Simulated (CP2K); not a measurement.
Input and output of a self-consistent single point for BaO (Fm-3m, 2 atoms in the cell) (CP2K)

Computed with PBE, GPW, DZVP-MOLOPT-SR-GTH basis, GTH-PBE potentials (GTH_POTENTIALS) in CP2K.

Input as run:

```
&GLOBAL
  PROJECT bao
  RUN_TYPE ENERGY_FORCE
  PRINT_LEVEL MEDIUM
&END GLOBAL
&FORCE_EVAL
  METHOD Quickstep
  STRESS_TENSOR ANALYTICAL
  &DFT
    BASIS_SET_FILE_NAME BASIS_MOLOPT
    POTENTIAL_FILE_NAME GTH_POTENTIALS
    &QS
      METHOD GPW
      EPS_DEFAULT 1E-11
    &END QS
    &MGRID
      CUTOFF 500
      REL_CUTOFF 50
      NGRIDS 5
    &END MGRID
    &SCF
      SCF_GUESS ATOMIC
      EPS_SCF 1E-6
      MAX_SCF 100
      ADDED_MOS 4
      &DIAGONALIZATION
        ALGORITHM STANDARD
      &END DIAGONALIZATION
      &MIXING
        METHOD BROYDEN_MIXING
        ALPHA 0.3
        NBUFFER 10
        BETA 1.5
      &END MIXING
      &SMEAR ON
        METHOD FERMI_DIRAC
        ELECTRONIC_TEMPERATURE [K] 116.05
      &END SMEAR
    &END SCF
    &KPOINTS
      SCHEME MONKHORST-PACK 8 8 8
      GAMMA_CENTERED T
    &END KPOINTS
    &XC
      &XC_FUNCTIONAL PBE
      &END XC_FUNCTIONAL
    &END XC
    &PRINT
      &MO
        EIGENVALUES T
        OCCUPATION_NUMBERS T
        NDIGITS 8
        FILENAME mo
        &EACH
          QS_SCF 0
        &END EACH
        ADD_LAST NUMERIC
      &END MO
      &MULLIKEN ON
      &END MULLIKEN
    &END PRINT
  &END DFT
  &SUBSYS
    &CELL
      A 3.91737200 0.00000000 0.00000000
      B 1.95868600 3.39254300 0.00000000
      C 1.95868600 1.13084800 3.19852000
      PERIODIC XYZ
    &END CELL
    &COORD
      Ba       0.00000000     0.00000000     0.00000000
      O        3.91737200     2.26169550     1.59926000
    &END COORD
    &KIND Ba
      BASIS_SET DZVP-MOLOPT-SR-GTH-q10
      POTENTIAL GTH-PBE-q10
    &END KIND
    &KIND O
      BASIS_SET DZVP-MOLOPT-SR-GTH-q6
      POTENTIAL GTH-PBE-q6
    &END KIND
  &END SUBSYS
  &PRINT
    &FORCES ON
    &END FORCES
    &STRESS_TENSOR ON
    &END STRESS_TENSOR
  &END PRINT
&END FORCE_EVAL
```

Log, with long lists cut:

```
 GLOBAL| Method name                                                        CP2K
 GLOBAL| Project name                                                        bao
 GLOBAL| Run type                                                   ENERGY_FORCE

 CELL| Volume [angstrom^3]:                                            42.507860
 CELL| Vector a [angstrom]:       3.917     0.000     0.000   |a| =     3.917372
 CELL| Vector b [angstrom]:       1.959     3.393     0.000   |b| =     3.917371
 CELL| Vector c [angstrom]:       1.959     1.131     3.199   |c| =     3.917371
 CELL| Angle (b,c), alpha [degree]:                                    59.999991
 CELL| Angle (a,c), beta  [degree]:                                    59.999994
 CELL| Angle (a,b), gamma [degree]:                                    59.999995
 CELL| Numerically orthorhombic:                                              NO
 CELL| Periodicity                                                           XYZ

 DFT| Spin restricted Kohn-Sham (RKS) calculation                            RKS
 DFT| Multiplicity                                                             1
 DFT| Number of spin states                                                    1
 DFT| Charge                                                                   0
 DFT| XC density smoothing                                                  NONE
 DFT| XC derivatives                                                          PW

 QS| Method:                                                                 GPW
 QS| Density plane wave grid type                        NON-SPHERICAL FULLSPACE
 QS| Number of grid levels:                                                    5
 QS| Density cutoff [a.u.]:                                                250.0
 QS| Multi grid cutoff [a.u.]: 1) grid level                               250.0
   [... lines left out ...]
 BRILLOUIN| Wavefunction type                                            COMPLEX
 BRILLOUIN| List of Kpoints [2 Pi/Bohr]                                      260
 BRILLOUIN| Number           Weight            X              Y              Z
 BRILLOUIN|     1           0.00391       -0.37500       -0.37500       -0.37500
 BRILLOUIN|     2           0.00391       -0.37500       -0.37500       -0.25000
 BRILLOUIN|     3           0.00391       -0.37500       -0.37500       -0.12500
   [... 257 lines left out ...]
 *******************************************************************************

 Extrapolation method: initial_guess

 Re-scaling the density matrix to get the right number of electrons
                  # Electrons              Trace(P)               Scaling factor
                           16                16.000                        1.000

 Number of electrons:                                                         16
 Number of occupied orbitals:                                                  8
 Number of molecular orbitals:                                                12

 Number of orbital functions:                                                 27
 Number of independent orbital functions:                                     27
 SCF WAVEFUNCTION OPTIMIZATION

  Step     Update method      Time    Convergence         Total energy    Change
     1 NoMix/Diag. 0.30E+00      -     1.64451730       -41.8878179590 -4.19E+01
     2 Broy./Diag. 0.30E+00      -     0.18764009       -39.6546774091  2.23E+00
     3 Broy./Diag. 0.30E+00      -     0.27525641       -41.0348263810 -1.38E+00
     4 Broy./Diag. 0.30E+00      -     0.10262222       -41.7205273356 -6.86E-01
     5 Broy./Diag. 0.30E+00      -     0.15519748       -41.1489043809  5.72E-01
     6 Broy./Diag. 0.30E+00      -     0.04763899       -41.7014426799 -5.53E-01
     7 Broy./Diag. 0.30E+00      -     0.01303554       -41.5688104682  1.33E-01
   [... 4 lines left out ...]
    12 Broy./Diag. 0.30E+00      -     0.00014383       -41.6141912327  2.48E-03
    13 Broy./Diag. 0.30E+00      -     0.00013421       -41.6141923507 -1.12E-06
    14 Broy./Diag. 0.30E+00      -     0.00000401       -41.6140057726  1.87E-04
    15 Broy./Diag. 0.30E+00      -     0.00001417       -41.6140367169 -3.09E-05
    16 Broy./Diag. 0.30E+00      -     0.00000092       -41.6140417572 -5.04E-06
  *** SCF run converged in    16 steps ***

  Electronic density on regular grids:        -15.9999999999        0.0000000001
  Core density on regular grids:               15.9999999998       -0.0000000002
  Total charge density on r-space grids:       -0.0000000001
  Total charge density g-space grids:          -0.0000000001

  Overlap energy of the core charge distribution:               0.00000000000000
  Self energy of the core charge distribution:                -93.76598333342075
  Core Hamiltonian energy:                                     22.09130427860363
  Hartree energy:                                              37.40080438801467
  Exchange-correlation energy:                                 -7.34016709035683
  Electronic entropic energy:                                  -0.00000000000000
  Fermi energy:                                                 0.31463729103558

  Total energy:                                               -41.61404175715927
  Total energy (extrapolated to T->0):                        -41.61404175715927

                     Mulliken Population Analysis

 #  Atom  Element  Kind  Atomic population                           Net charge
       1     Ba       1          8.995494                              1.004506
       2     O        2          7.004506                             -1.004506
 # Total charge                             16.000000                 -0.000000

 ENERGY| Total FORCE_EVAL ( QS ) energy [hartree]            -41.614044748273805

 FORCES| Atomic forces [hartree/bohr]
 FORCES|   Atom     x               y               z               |f|
 FORCES|      1 -3.79482362E-14 -3.13902237E-14 -3.74135562E-14   6.18481121E-14
 FORCES|      2 -8.88533558E-15  1.00379362E-14 -4.09759100E-14   4.31130439E-14
 FORCES| Sum    -4.68335718E-14 -2.13522876E-14 -7.83894662E-14
 FORCES| Total atomic force                                       9.37774602E-14

 STRESS| Analytical stress tensor [bar]
 STRESS|                        x                   y                   z
 STRESS|      x        3.64277572902E+04   2.05547093508E+01   1.45343709830E+01
 STRESS|      y        2.05547093508E+01   3.64043213655E+04   8.33530789485E+00
 STRESS|      z        1.45343709830E+01   8.33530789485E+00   3.63984146211E+04
 STRESS| 1/3 Trace                                             3.64101644256E+04
```

The run converged in 16 iterations.

The starting cell has typed, rounded lattice constants, without a prior relaxation at this level. Values carry the incompleteness of an atom-centred basis. With a pressure of about 4 GPa the cell is away from its equilibrium volume at this level.

Cost on one core of a shared machine: roughly 90 s.
